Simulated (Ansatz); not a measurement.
An Ansatz (an electronic-structure program) run: GaN with a change (biaxial strain −1.00 %, plane normal [001], relaxed out of plane); Ansatz LDA, spin-orbit coupling left out.

Input:

Ansatz 0.2 input:
```yaml
crystal:
  lattice:
    - [3.1189206091, 0, 0]
    - [0, 3.1189206091, 0]
    - [1.5594603046, -1.5594603046, 2.2388252144]
  atoms:
    - { symbol: Ga, position: [0, 0, 0] }
    - { symbol: N, position: [0.75, 0.75, 0.5] }
basis: { ecutwfc: 420, ecutrho_ratio: 4, xc_grid: 2, fft_grid_basis: typed }
kpoints: { mp_grid: { grid: [13, 13, 13] } }
hamiltonian:
  xc: lda
  dispersion: none
  pseudopotentials: { kind: paw }
scf: { occupations: { method: fermi_dirac, width: 0.05 } }
relax: { f_tol: 0.005, max_steps: 50, cell: { stress_tol: 0.01, fix: [a, b, gamma] } }
output: { forces: true, stress: true }
checkpoint: { write: state.ck, write_every: 1000 }
```

Output (explanatory and most iteration lines left out):

```
Relaxation: its limit of steps is 50 (relax.max_steps)
Pseudopotential: Ga, paw, valence charge 13
Pseudopotential: N, paw, valence charge 5
Crystal: 2 atoms, lattice volume = 21.779 Å³
Basis set: ecut = 420 eV, 411 PW (Γ), exchange–correlation on 48×48×48 points (8 copies of the dense FFT grid, shifted against one another)
Bands: 13, of which v1, the nominal top of the filled ones, is band 9 counted from 1 (8 counted from 0)
Symmetry: 8 space group operations
Space group: I-4m2 (ITA 119), of the structure as read, at distance tolerance 2.8e-5 Å
k-points: 196 of 2197 (time reversal used)
Functional: x = slater, c = lda
SCF iter   1: F=—  HF=-4082.089112 eV  |F-HF|=—  |Δ(HF+E_count)|=         —  Δρ=1.29e-2  dr2=3.37e-2  ethr=1.77e-3  ⟨swp⟩=5.0  Hψ=13387  notcnv=0
SCF iter   2: F=—  HF=-4082.080296 eV  |F-HF|=—  |Δ(HF+E_count)|=   8.82e-3  Δρ=4.58e-3  dr2=4.69e-3  ethr=1.87e-4  ⟨swp⟩=2.0  Hψ=4867  notcnv=0
SCF 1 converged in 6 iterations: F = -4082.078889 eV  dr2 = 2.32e-9
relax step   1: F+E_penalty+E_count = -4082.07888867 eV  Δ(F+E_penalty+E_count) = +0.000e0 eV  max|allowed force component| = 5.551e-17 eV/Å  Δτ_max = 0.0000 Å  P = +3.143 GPa  Ω = 21.779 Å³  fix = [a, b, gamma]  reactions: a +3.813, b +3.813 GPa  (6 SCF iters, dr2 threshold 1.00e-7 eV, accepted)
[... steps on the carried basis left out ...]
relax step   5: F+E_penalty+E_count = -4082.07957453 eV  Δ(F+E_penalty+E_count) = +1.633e-5 eV  max|allowed force component| = 9.714e-17 eV/Å  Δτ_max = 0.0000 Å  P = +1.892 GPa  Ω = 21.905 Å³  energy of the carried Pulay correction = -1.711e-5 eV  fix = [a, b, gamma]  reactions: a +2.837, b +2.837 GPa  (6 SCF iters, dr2 threshold 9.12e-9 eV, accepted)
Crystal: 2 atoms, lattice volume = 21.905 Å³
SCF iter   1: F=—  HF=-4082.079592 eV  |F-HF|=—  |Δ(HF+E_count)|=         —  Δρ=1.99e-6  dr2=1.17e-10  ethr=2.00e-8  ⟨swp⟩=3.0  Hψ=20669  notcnv=0
SCF iter   2: F=—  HF=-4082.079593 eV  |F-HF|=—  |Δ(HF+E_count)|=   7.92e-7  Δρ=9.75e-7  dr2=2.55e-11  ethr=6.47e-13 (applied; sched 1.00e-12)  ⟨swp⟩=2.5  Hψ=4859  notcnv=0
SCF 6 converged in 8 iterations: F = -4082.079593 eV  dr2 = 1.25e-18
SCF converged after 8 iterations
Free energy (F): -4082.079593 eV
Internal energy: -4082.079593 eV  (E = F + TS)
E sigma→0 (E₀):  -4082.079593 eV
Fermi energy:    11.037686 eV
--- Forces (eV/Å), atoms counted from 1 ---
  atom   1  Ga     0.00000000     0.00000000     0.00000000
  atom   2  N      0.00000000     0.00000000    -0.00000000
--- Stress (GPa, compression-positive) ---
        2.837564       0.000000      -0.000000
        0.000000       2.837564       0.000000
       -0.000000       0.000000       0.001909
  P = ⅓ Tr σ = 1.8923 GPa (18.923 kbar)
--- Relaxed structure (4 steps of the walk, 4 accepted, 2 SCFs on fresh bases) ---
  cell:  # Å, volume = 21.9050 Å³
    - [3.1189206091, 1.9446329509779233e-22, -3.4827723442136886e-11]
    - [1.944632825638041e-22, 3.1189206091, 3.482772231968298e-11]
    - [1.5594603045751452, -1.5594603045751452, 2.2518287468795837]
  atoms:
    - { symbol: Ga, position: [5.090905393279084e-34, 6.981464908727487e-35, 1.612952464571877e-35] }
    - { symbol: N, position: [0.75, 0.75, 0.5000000000000001] }
```

Stability against distortions was not tested. The cell was made from GaN in the zinc blende structure (space group F-43m, No. 216) by this change: biaxial strain −1.00 %, plane normal [001], relaxed out of plane. This is not the structure that GaN has at room temperature and ambient pressure.
